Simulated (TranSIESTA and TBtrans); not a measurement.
Run with TranSIESTA and TBtrans (open boundaries, self-consistent; PseudoDojo norm-conserving potentials, scalar-relativistic): PAO.BasisSize DZP, PAO.EnergyShift 0.15 eV, XC.Authors PBE, Mesh.Cutoff 200 Ry, ElectronicTemperature 300 K, TS.Voltage 0.0 eV, TBT.Elecs.Eta 0.001 eV, no spin polarisation.

Junction: Si chain with one bond stretched by 2.5 Å. Leads: straight Si chain, spacing 2.25 Å. Geometry: as built, not relaxed.

Problem. Give the largest eigenchannel transmissions at the Fermi level (four at most) and the total.

Solution. 0.013, 0.0029, 0.0029; total 0.019. The straight chain is held at its spacing; free chains may zigzag or dimerise. No spin-polarised start was tried, so a magnetic state, if there is one, is missed.
